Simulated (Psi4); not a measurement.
Psi4 1.11, TPSS/def2-tzvp: W(O)2(F)2 ([O]=[W](=[O])([F])[F]), 5 atoms. The geometry is a generated start, not checked to be a minimum at this level.

```yaml
task: energy
method: tpss
basis: def2-tzvp
memory: 3 GB
maxiter: 100
keys_of_the_molecule_block: symmetry c1
scf_type: df (default)
e_convergence: 1e-06 (default)
d_convergence: 1e-06 (default)
dft_radial_points: 75 (default)
dft_spherical_points: 302 (default)
effective_core_potentials: those of the basis set, past Kr
basis_functions: 164
grid_points: 109425
```

```xyz
5

W      0.0893    -0.0256     0.0248
O      1.3610    -0.4029    -1.0139
O      0.5108    -0.0398     1.6558
F     -0.6204     1.6141    -0.4063
F     -1.3407    -1.1458    -0.2604
```

Charge 0 and multiplicity 1 are set for this test and not shown to be the ground state.

With the defaults (diis_max_vecs = 10, diis = true, scf_initial_accelerator = adiis, damping_percentage = 0, guess = auto, which took SAD, level_shift = 0, level_shift_cutoff = 0.01, diis_start = 1) it converges in 13 SCF iterations. One run each on 2 threads, with these changes:
- guess = sap
- diis_max_vecs = 20
- diis_start = 4
- scf_initial_accelerator = ediis
- guess = core
- level_shift = 0.5, level_shift_cutoff = 0.001
- guess = sadno
- diis = false, scf_initial_accelerator = none, damping_percentage = 60
- diis_max_vecs = 3

### Question
Which of these changes keep the SCF from converging, or lead it to another solution?

### Answer
No convergence: diis_max_vecs = 3; diis = false, scf_initial_accelerator = none, damping_percentage = 60 (the run ends without SCF convergence in 100 iterations). The rest reach the solution of the defaults.

| setting | SCF iterations | end |
|---|---|---|
| guess = sadno | 12 | same solution |
| diis_max_vecs = 20 | 12 | same solution |
| the defaults | 13 | same solution |
| scf_initial_accelerator = ediis | 13 | same solution |
| level_shift = 0.5, level_shift_cutoff = 0.001 | 13 | same solution |
| guess = sap | 14 | same solution |
| guess = core | 16 | same solution |
| diis_start = 4 | 18 | same solution |
| diis_max_vecs = 3 | 100 | no convergence |
| diis = false, scf_initial_accelerator = none, damping_percentage = 60 | 100 | no convergence |

1 further run of the study ended by our limits or in an error and is left out.
